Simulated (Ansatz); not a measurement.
Consider TiC in the rock salt structure (space group Fm-3m, No. 225; a = 4.328 Å; relaxed with 0.1 eV smearing). Axes: x, y, z lie along the cube axes.

Computed with r2SCAN, PAW, 500 eV (Ansatz, a program for electronic structure; scalar-relativistic without spin-orbit coupling).

Perturbation: biaxial strain +0.42 %, plane normal [111], relaxed out of plane (Cartesian); in-plane vectors clamped, the third vector and the atoms free.

Estimate the effect on the energy relative to the base.

The energy rises by 0.6 meV/atom.

Estimate the effect on the out-of-plane strain.

The out-of-plane strain amounts to -0.22 %.

What happens to the in-plane stress?

The mean in-plane stress (compression positive) comes out as -2.4 GPa.

Stability against distortions was not tested. All final runs are without spin polarisation.
